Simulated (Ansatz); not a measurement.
## Response to strain in Mo3S4

Take Mo3S4 (space group R-3, No. 148; a = 9.134 Å, c = 10.851 Å (hexagonal axes)) as the base. Axes: x lies along a and z along c of the hexagonal cell.

Strains are applied to the cell and any free atomic positions relax; under biaxial strain the out-of-plane vector relaxes too.

Computed with Kohn–Sham DFT with the PBEsol functional, run in Ansatz (an electronic-structure program) with PAW and 420 eV plane waves, spin-orbit coupling left out.

Notes on the quantities. pressure: mean of the normal stresses, compression positive; energy relative to the base: free energy F.

```tsv
case	pressure	energy relative to the base	volume per atom
base	0.0 GPa	0 meV/atom	18.67 Å³
biaxial strain +0.82 %, plane normal [001], relaxed out of plane	-0.5 GPa	[?]	[?]
biaxial strain +1.81 %, plane normal [001], relaxed out of plane	-1.1 GPa	[?]	[?]
isotropic strain −2.15 %	5.8 GPa	+20 meV/atom	17.49 Å³
```

Fill in the withheld entries from the trend.


- biaxial strain +0.82 %, plane normal [001], relaxed out of plane, energy relative to the base: +0.8 meV/atom
- biaxial strain +0.82 %, plane normal [001], relaxed out of plane, volume per atom: 18.80 Å³
- biaxial strain +1.81 %, plane normal [001], relaxed out of plane, energy relative to the base: +3.7 meV/atom
- biaxial strain +1.81 %, plane normal [001], relaxed out of plane, volume per atom: 18.96 Å³

Without a gap, meshes like the base's 6×6×6 leave anisotropic stresses uncertain by several tenths of a GPa, and small strain energies with them. Whether these cells are dynamically stable was not tested. All final runs are without spin polarisation.
